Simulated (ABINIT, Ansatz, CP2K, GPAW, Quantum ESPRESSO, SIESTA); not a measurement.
# Code comparison for CaCd2As2 (P-3m1, 5 atoms in the cell)

Self-consistent single point, at a second geometry (lattice scaled by 0.98). First geometry:

```xyz
5
Lattice="4.4139 0.0000 0.0000 -2.2069 3.8225 0.0000 0.0000 0.0000 7.2061" Properties=species:S:1:pos:R:3 pbc="T T T"
Ca     0.0000     0.0000     0.0000
Cd     0.0000     2.5484     4.5632
Cd     2.2069     1.2742     2.6428
As     0.0000     2.5484     1.7126
As     2.2069     1.2742     5.4935
```

Shared settings, as Ansatz (a first-principles code) writes them: kpoints.mp_grid.grid = 7 7 4; scf.occupations.method = fermi_dirac; scf.occupations.width = 0.05 eV. Potentials and cutoffs stand in the table.

```tsv
code	model	ΔF from the first geometry (meV/atom)	pressure (GPa)	largest force (eV/Å)	gap on the mesh (eV)	cutoff
Ansatz	LDA (PW92), PAW files made with PBE	-22.1	-0.71	0.133	0.242	default
SIESTA	LDA PW92, numerical atomic orbitals DZP, PseudoDojo LDA standard norm-conserving potentials (rewritten from UPF to PSML)	-10.4	1.21	0.193	0.348	grid 300 Ry
ABINIT	LDA (PW92), PAW (JTH v2.0 LDA PAW)	-21.8	-0.72	0.138	–	544 eV
CP2K	LDA (Pade form), GPW, DZVP-MOLOPT-SR-GTH basis, GTH-PADE potentials (GTH_POTENTIALS)	-14.2	0.31	0.227	0.317	grid 500 Ry
GPAW	LDA (Perdew-Wang 92), GPAW PAW datasets LDA (gpaw-data 1.0.1)	-21.9	-0.68	0.101	0.238	600 eV
Quantum ESPRESSO	LDA (PZ), GBRV 1.5 ultrasoft (LDA) pseudopotentials	-18.8	-0.47	0.195	0.218	40 Ry
```

Size of the force on each atom (eV/Å): Sizes of forces hide their directions.

```csv
code,Ca1,Cd2,Cd3,As4,As5
Ansatz,0.000,0.006,0.006,0.133,0.133
SIESTA,0.000,0.193,0.193,0.123,0.123
ABINIT,0.000,0.009,0.009,0.138,0.138
CP2K,0.000,0.008,0.008,0.227,0.227
GPAW,0.000,0.004,0.004,0.101,0.101
Quantum ESPRESSO,0.000,0.008,0.008,0.195,0.195
```

A dash marks a value that a program does not give, or that is left out as unsure.

No gap is tabulated for ABINIT: it is not read from that output, or partly filled or unconverged empty levels leave it unsure.

Gaps are read on the mesh.

The spread over the programs that give each value: ΔF from the first geometry within 11.7 meV/atom; pressure within 1.93 GPa; largest force within 0.126 eV/Å; gap on the mesh within 0.130 eV.

SIESTA and CP2K use small atom-centred bases, whose incompleteness enters pressures, forces and empty levels differently from a plane-wave cutoff. Ansatz's pressure is given at a fixed set of plane waves, as the other plane-wave codes print theirs. The same LDA comes in different parametrisations, which differ slightly. In the pressure, SIESTA (by 1.90) and CP2K (by 1.01) lie more than 1 GPa from the median of the plane-wave programs. In the force vectors, SIESTA (by 0.258) and CP2K (by 0.091) lie more than 0.08 eV/Å from the median of the plane-wave programs.

The starting cell comes from a database of computed structures (which also holds hypothetical and non-ambient phases and stackings), without a prior relaxation at this level. For this run, on top of that: lattice scaled by 0.98.

Left out of this page: FLEUR (with a known weakness of the program).

Keys are those of Ansatz 0.2.
